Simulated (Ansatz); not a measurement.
## Element substitutions in CdS

Base system: CdS in the zinc blende structure (space group F-43m, No. 216).

```
CELL_PARAMETERS angstrom
      0.00000     2.93887     2.93887
      2.93887     0.00000     2.93887
      2.93887     2.93887     0.00000
ATOMIC_POSITIONS crystal
  S  0.25000 0.25000 0.25000
  Cd 0.00000 0.00000 0.00000
```

Each row replaces one element on all its sites; cell and atoms are relaxed.

Level of theory: r2SCAN (Ansatz, a first-principles code, PAW, no spin-orbit coupling).

```tsv
variant	density	band gap
base	4.73 g/cm³	1.54 eV
Cd → Be	(withheld)	(withheld)
Cd → Zn	4.14 g/cm³	2.70 eV
S → Os	9.53 g/cm³	zero
```

Complete the table.


- Cd → Be, density: 2.36 g/cm³
- Cd → Be, band gap: 3.59 eV

With Os present, leaving out spin-orbit coupling can change the band edges. No phonon test of stability was made. As relaxed here, CdOs is a hypothetical phase, not in the database extracts checked. All final runs are without spin polarisation. CdOs has a high density of states at the Fermi level and may be magnetic at this level.
